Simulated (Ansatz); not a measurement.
For rock-salt BeTe (model structure), PBE (plane waves, PAW; Ansatz, a program for electronic structure) gives:

| Item | Result |
|---|---|
| equilibrium lattice constant a | 5.361 Å |
| formation enthalpy | 0.153 eV/atom |

Problem. What does r²SCAN (Ansatz, PAW) give for the same quantities?

Solution. 
- lattice constant a: 5.371 Å (grows by 0.2 %)
- formation enthalpy: 0.124 eV/atom (falls by 0.029 eV/atom)

Changes are worked out from the printed values.

Unless a cell is named, each level is at its own relaxed cell (PBE 19.26, r²SCAN 19.36 Å³/atom).

Levels without +SOC leave out spin–orbit coupling, which shifts energies and cells of such heavy elements.

Ansatz's density-functional and Hartree–Fock values are scalar-relativistic unless marked +SOC, with PAW data made under PBE.

A model structure was made by putting elements into a prototype or built by hand; it is no filed structure, need not be a known phase, and can be a saddle point held by its symmetry.
